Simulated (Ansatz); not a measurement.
## Enthalpy of formation of SnO2 (model structure, started from the tetragonal ZrO2 type, P4₂/nmc, No. 137, 6 atoms in the cell) at several levels of theory

No measured value is used here.

```csv
level (code),value (eV/atom)
PBE (Ansatz),-1.468
PBEsol (Ansatz),-1.585
PBE-D3(BJ) (Ansatz),-1.565
```

Density-functional levels without +SOC have no spin–orbit coupling, which shifts binding energies of heavy elements. Each level is taken at its own relaxed cell. Ansatz's density-functional and Hartree–Fock values are scalar-relativistic unless marked +SOC, with PAW data made under PBE.

A model structure was made by putting elements into a prototype or built by hand; it is no filed structure, need not be a known phase, and can be a saddle point held by its symmetry.

Ansatz is a program for electronic structure.
